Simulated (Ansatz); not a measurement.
Base system: SrTe in the rock salt structure (space group Fm-3m, No. 225).

```
CELL_PARAMETERS angstrom
      0.00000     3.30333     3.30333
      3.30333     0.00000     3.30333
      3.30333     3.30333     0.00000
ATOMIC_POSITIONS crystal
  Sr 0.00000 0.00000 0.00000
  Te 0.50000 0.50000 0.50000
```

Cartesian axes are those of the cell as printed.

Level of theory: DFT with PBEsol, PAW potentials and a 420 eV plane-wave cutoff in Ansatz (an electronic-structure program), spin-orbit coupling left out.

Base values:

| Property | Result |
|---|---|
| Valence-band top at Γ | 0.00, 0.00, 0.00 eV |
| Volume per atom | 36.05 Å³ |

The change: tensile biaxial strain of 2.50 % in the plane normal to [001], as in epitaxy on a mismatched substrate; the out-of-plane cell vector and the atoms relax.

Q: Predict the new valence-band top at Γ.

A: The valence-band top at Γ (three highest levels, from the VBM) changes from 0.00, 0.00, 0.00 eV to 0.00, -0.03, -0.03 eV.

Q: What happens to the in-plane stress?

A: The mean in-plane stress (compression positive) amounts to -2.0 GPa.

Q: Predict the new volume per atom.

A: The volume per atom goes up by 1.597 Å³ to 37.64 Å³.

With Te present, leaving out spin-orbit coupling can change the band edges. The levels and masses belong to the bands next to the band gap. Whether these cells are dynamically stable was not tested.
